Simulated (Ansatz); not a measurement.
White tin (β-Sn), treated with PBE-D4 (Ansatz, a first-principles code, PAW).

Settings: plane-wave cutoff 520 eV, 20×20×20 k mesh, Fermi–Dirac smearing 0.05 eV, scalar-relativistic PAW data made under PBE.

Energies at three volumes about the minimum:

| V (Å³/atom) | E − E_lowest (meV/atom) |
|---|---|
| 26.630 | 1.92 |
| 27.173 | 0.00 |
| 27.717 | 1.78 |

Task: Fit a parabola by hand: where is the minimum, and what is the bulk modulus?

Result: Slopes: (0.00 − 1.92)/(27.173 − 26.630) = -3.536 and (1.78 − 0.00)/(27.717 − 27.173) = 3.272 meV/Å³. Curvature E″ = 2 × (3.272 − (-3.536))/(27.717 − 26.630) = 12.526 meV/Å⁶. From the middle of the first interval, the slope vanishes at V0 = 26.9015 − (-3.536)/12.526 = 27.184 Å³/atom. B = V0 E″ = 27.184 × 12.526 meV/Å³ × 0.1602 GPa per meV/Å³ = 54.6 GPa. The full Birch–Murnaghan fit to all volumes gives V0 = 27.173 Å³/atom and B0 = 54.5 GPa.

Shape and atoms are relaxed at each volume.

Measured, for comparison: bulk modulus 57.0 GPa (temperature not stated, no zero-point or thermal correction; as tabulated in Chen et al. (2023), arXiv:2209.05059). Computed less measured: bulk modulus -4.4 %.
